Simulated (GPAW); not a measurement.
A self-consistent single point of Ag3Au (I4/mmm, 4 atoms in the cell) with GPAW

Method: LDA (Perdew-Wang 92), GPAW PAW datasets LDA (gpaw-data 1.0.1) (plane waves; GPAW).

Input as run:

```python
from ase import Atoms
from ase.units import GPa
from gpaw import GPAW

atoms = Atoms(['Ag', 'Ag', 'Ag', 'Au'],
              cell=[[-2.053322, 2.053322, 4.085307],
                    [2.053322, -2.053322, 4.085307],
                    [2.053322, 2.053322, -4.085307]],
              positions=[[-0.000000, 2.053322, 2.042654],
                         [2.053322, 0.000000, 2.042654],
                         [0.000000, 0.000000, 4.085307],
                         [0.000000, 0.000000, 0.000000]],
              pbc=True)

calc = GPAW(mode={'name': 'pw', 'ecut': 600},
            xc='LDA',
            kpts=(5, 5, 5),
            occupations={'name': 'methfessel-paxton', 'width': 0.1, 'order': 0},
            nbands=-10,
            symmetry={'symmorphic': False, 'tolerance': 0.0005},
            maxiter=150)

atoms.calc = calc

energy = atoms.get_potential_energy()
print('Energy (eV):', round(energy, 6))
forces = atoms.get_forces()
print('Forces (eV/Ang):')
print(forces.round(5))
stress = atoms.get_stress()
print('Stress (GPa, Voigt):', (stress / GPa).round(4))
```

Output, abridged:

```
Input parameters:
  kpts: [5 5 5]
  maxiter: 150
  mode: {ecut: 600,
         name: pw}
  nbands: -10
  occupations: {name: methfessel-paxton,
                order: 0,
                width: 0.1}
  symmetry: {symmorphic: False,
             tolerance: 0.0005}

species:
  Ag:
    name: Silver
    Z: 47.0
    valence: 17
    core: 30
    charge: 0.0
    file: Ag.LDA.gz

    # Using partial waves for Ag as LCAO basis

  Au:
    name: Gold
    Z: 79.0
    valence: 11
    core: 68
    charge: 0.0
    file: Au.LDA.gz

    # Using partial waves for Au as LCAO basis

Reference energy: -949707.169696  # eV

Spin-paired calculation

Convergence criteria:
 Maximum [total energy] change in last 3 cyles: 0.0005 eV / valence electron
 Maximum integral of absolute [dens]ity change: 0.0001 electrons / valence electron
 Maximum integral of absolute [eigenst]ate change: 4e-08 eV^2 / valence electron
 Maximum number of scf [iter]ations: 150

Symmetries present (total): 16
Symmetries with fractional translations: 0
125 k-points: 5 x 5 x 5 Monkhorst-Pack grid
18 k-points in the irreducible part of the Brillouin zone
       k-points in crystal coordinates                weights
   0:     0.00000000    0.00000000    0.00000000          1/125
   1:     0.20000000   -0.20000000    0.00000000          4/125
   2:     0.20000000   -0.20000000    0.20000000          4/125
   [... 7 lines left out ...]
          ...
  17:     0.40000000    0.40000000    0.40000000          8/125

Wave functions: Plane wave expansion
  Cutoff energy: 600.000 eV
  Number of coefficients (min, max): 2261, 2313
  Pulay-stress correction: 0.000000 eV/Ang^3 (de/decut=0.000000)

Occupation numbers: Methfessel-Paxton:
  width: 0.1000  # eV
  order: 0

Eigensolver

Densities:
  Coarse grid: 30*30*30 grid
  Fine grid: 60*60*60 grid
  Total Charge: 0.000000

Density mixing:
  Method: separate
  Backend: pulay
  Linear mixing parameter: 0.05
  old densities: 5
  Damping of long wavelength oscillations: 50

Hamiltonian:
  XC and Coulomb potentials evaluated on a 60*60*60 grid
  External potential:
    NoExternalPotential

Number of atoms: 4
Number of atomic orbitals: 45
Number of bands in calculation: 41
Number of valence electrons: 62
Bands to converge: occupied

Density initialized from atomic densities
  41 bands from LCAO basis set

Atomic positions and initial magnetic moments

Positions:
   0 Ag    -0.000000    2.053322    2.042654    ( 0.0000,  0.0000,  0.0000)
   1 Ag     2.053322    0.000000    2.042654    ( 0.0000,  0.0000,  0.0000)
   2 Ag     0.000000    0.000000    4.085307    ( 0.0000,  0.0000,  0.0000)
   3 Au     0.000000    0.000000    0.000000    ( 0.0000,  0.0000,  0.0000)

Unit cell:
           periodic     x           y           z      points  spacing
  1. axis:    yes   -2.053322    2.053322    4.085307    30     0.1223
  2. axis:    yes    2.053322   -2.053322    4.085307    30     0.1223
  3. axis:    yes    2.053322    2.053322   -4.085307    30     0.0968

  Lengths:   5.012185   5.012185   5.012185
  Angles:  131.632281 131.632281  70.810422

Effective grid spacing dv^(1/3) = 0.1367

     iter     time        total  log10-change:
                         energy   eigst   dens
iter:   1 --:--:--   -17.511621
iter:   2 --:--:--   -17.235020   -2.13  -1.47
iter:   3 --:--:--   -16.424161   -1.49  -1.50
iter:   4 --:--:--   -16.284937   -2.96  -2.04
iter:   5 --:--:--   -16.287889   -2.79  -2.10
iter:   6 --:--:--   -16.249847   -3.30  -2.27
iter:   7 --:--:--   -16.247517   -3.95  -2.97
iter:   8 --:--:--   -16.249513c  -4.57  -3.22
iter:   9 --:--:--   -16.247002c  -4.40  -3.07
iter:  10 --:--:--   -16.246993c  -5.98  -3.92
iter:  11 --:--:--   -16.246993c  -7.41c -4.04c

Converged after 11 iterations.

Dipole moment: (-0.000000, 0.000000, 0.000006) |e|*Ang

Energy contributions relative to reference atoms: (reference = -949707.169696)

Kinetic:        -22.836262
Potential:      +16.880663
External:        +0.000000
XC:             -10.788899
Entropy (-ST):   -0.007512
Local:           +0.501261
SIC:             +0.000000
--------------------------
Free energy:    -16.250749
Extrapolated:   -16.246993

Showing only first 2 kpts
 Kpt  Band  Eigenvalues  Occupancy
  0    29      6.00087    2.00000
  0    30      9.59525    0.00000
  0    31     13.36164    0.00000
  0    32     13.89982    0.00000

  1    29      5.59740    2.00000
  1    30     11.24495    0.00000
  1    31     11.29017    0.00000
  1    32     11.39625    0.00000

Fermi level: 7.99744

No gap
No difference between direct/indirect transitions
Energy (eV): -16.246993

Forces in eV/Ang:
  0 Ag    0.00000    0.00000    0.00000
  1 Ag    0.00000   -0.00000    0.00000
  2 Ag    0.00000    0.00000    0.00000
  3 Au    0.00000    0.00000    0.00000

Stress tensor:
     0.044646     0.000000     0.000000
     0.000000     0.044646     0.000000
     0.000000     0.000000     0.044453
Stress (GPa, Voigt): [7.1531 7.1531 7.1221 0.     0.     0.    ]
```

The run converged in 11 iterations. GPAW prints stress with tension positive.

The starting cell comes from a database of computed structures (which also holds hypothetical and non-ambient phases and stackings), without a prior relaxation at this level. Its lattice was rescaled by up to half a per cent. Spin-orbit coupling is off. With a pressure of about -7 GPa the cell is away from its equilibrium volume at this level.

Cost on one core of a shared machine: roughly 50 s.
